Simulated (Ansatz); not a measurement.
The starting structures come from a database of crystals and need not be the phases stable at ambient conditions.

The decay constant κ of evanescent states in the gap governs leakage through a thin film.

Here is the system:

```xyz
20
Lattice="4.5259 -0.0025 -0.0060 -0.5011 14.0588 0.0617 -0.5011 2.0701 5.0127" Properties=species:S:1:pos:R:3 pbc="T T T"
Sb    -0.6280    10.4947     3.5043
Sb     4.1518     5.6316     1.5641
Sb     2.1394     2.0735     0.1032
Sb     1.3844    14.0528     4.9652
As    -0.4675    13.5225     1.8573
As     3.9914     2.6038     3.2112
As     1.4779     7.4513     4.1466
As     2.0460     8.6751     0.9219
O      1.9729    10.6779     4.1705
O      1.5509     5.4485     0.8980
O      3.5634     3.8009     4.5086
O     -0.0395    12.3255     0.5598
O      2.3123    13.3542     1.4120
O      1.2115     2.7722     3.6565
O      3.2240     7.6437     4.5749
O      0.2998     8.4826     0.4935
O     -0.4101    12.4959     3.3410
O      3.9340     3.6305     1.7275
O      1.4205     5.6769     3.8196
O      2.1034    10.4495     1.2488
```

Space group of this cell: P2_1/c. The cell was relaxed by PBE-D3(BJ); by PBEsol its mean pressure is -1.8 GPa.

Transport runs along the normal of the first two printed cell vectors.

The gap is the functional's own. No spin-orbit coupling. Mid-gap values are interpolated on the energy grid.

Q: Predict the band gap and the smallest decay constant κ at mid-gap from PBEsol in Ansatz (an electronic-structure program).

A: Gap 3.18 eV on a 8×6×6 mesh; κ = 0.403 1/Å, at (0.500, 0.000) of the in-plane reciprocal vectors. At the zone centre, at the nearest computed energy, the slowest state has κ = 0.45 1/Å.
